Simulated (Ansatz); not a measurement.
Given:

```yaml
crystal:
  lattice:
    - [0.00000, 2.86592, 2.86592]
    - [2.72950, 0.00000, 2.86592]
    - [2.72950, 2.86592, 0.00000]
  atoms:
    - { symbol: As, position: [0.75000, 0.75000, 0.75000] }
    - { symbol: Ga, position: [0.00000, 0.00000, 0.00000] }
```

A single point on GaAs with a change (uniaxial stress, 3 GPa compression along x), its geometry relaxed with r2SCAN.

All numbers come from HSE06 (Ansatz, a program for electronic structure; PAW; 420 eV plane waves; with spin-orbit coupling), earlier PAW set. Γ-centred 6×6×6 mesh, Fermi–Dirac width 0.01 eV.

Predict the valence-band top at Γ and band gap.

The valence-band top at Γ (three highest Kramers pairs, from the VBM) comes out as 0.00, -0.22, -0.53 eV and the band gap is 1.22 eV.

Single points use the geometry relaxed with r2SCAN. Load acts through the strain it causes; cell and atoms are relaxed under it. Beyond what the load breaks, stability against distortions was not tested. The cell was made from GaAs in the zinc blende structure (space group F-43m, No. 216) by this change: uniaxial stress, 3 GPa compression along x.
